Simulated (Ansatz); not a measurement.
# A computed series for hypothetical P6_3/mmc HgI2: pressure series

Base system: HgI$_{2}$ in the 2H-MoS2 type structure (space group P6_3/mmc, No. 194; a hypothetical phase, not in the database extracts checked).

```
HgI2
1.0
    4.16616     0.00000     0.00000
   -2.08308     3.60800     0.00000
    0.00000     0.00000    14.18274
Hg I
2 4
Direct
  0.33333   0.66667   0.25000
  0.66667   0.33333   0.75000
  0.33333   0.66667   0.61513
  0.66667   0.33333   0.11513
  0.66667   0.33333   0.38487
  0.33333   0.66667   0.88487
```

Cell and atoms are relaxed at each pressure.

Levels (all Ansatz, an electronic-structure program, PAW, earlier PAW set): PBE-D3(BJ) (420 eV, without spin-orbit coupling); r2SCAN+rVV10 (500 eV, no spin-orbit coupling).

The base cell above is that of PBE-D3(BJ); each level relaxes its own structures.

```csv
case,"band gap, PBE-D3(BJ)","band gap, r2SCAN+rVV10"
pressure −1 GPa,0.72 eV,0.96 eV
pressure 3 GPa,zero,0.25 eV
pressure 7 GPa,zero,zero
pressure 15 GPa,zero,zero
pressure 75 GPa,zero,zero
pressure 100 GPa,zero,zero
```

The two levels differ by at most about 0.25 eV. Near ties aside, they put the cases in the same order.

The mesh was chosen for an insulator and is coarse for the gapless case. From pressure 75 GPa on, the axis ratios lie over 15 % from the base's, so the cell there is far from its starting form. With Hg and I present, leaving out spin-orbit coupling can change the band edges. Load acts through the strain it causes; cell and atoms are relaxed under it. Whether these cells are dynamically stable was not tested. Competing high-pressure phases were not computed. All final runs are without spin polarisation. The zero or small gap of HgI2 under pressure 3 GPa, HgI2 under pressure 7 GPa and HgI2 under pressure 15 GPa can change with the level of theory.
